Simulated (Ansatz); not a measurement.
# Ti: pressure 2.1 GPa

Base system: Ti in the hcp (Mg type) structure (space group P6_3/mmc, No. 194; a = 2.936 Å, c = 4.636 Å).

Modification: cell and atoms relaxed at a pressure of 2.1 GPa.

Method: r2SCAN, PAW, 500 eV (Ansatz, a program for electronic structure; scalar-relativistic without spin-orbit coupling). Settings: 18×18×10 k-points, 0.05 eV Fermi–Dirac smearing.

| quantity | base | changed | shift |
|---|---|---|---|
| volume per atom | 17.30 Å³ | 17.01 Å³ | -0.298 Å³ |
| density | 4.59 g/cm³ | 4.67 g/cm³ | +0.08 g/cm³ |
| enthalpy H = E + PV relative to the base's energy | – | +0.22 eV/atom | – |
| band gap | zero | zero | – |

Final structure:

```
Ti
1.0
    2.91902     0.00000     0.00000
   -1.45951     2.52795     0.00000
    0.00000     0.00000     4.60952
Ti
2
Direct
  0.66667   0.33333   0.75000
  0.33333   0.66667   0.25000
```

Cost of the whole job for the changed cell (relaxation, final SCF and bands): around 40 core-seconds (rough).

Load acts through the strain it causes; cell and atoms are relaxed under it. No phonon test of stability was made. All final runs are without spin polarisation.
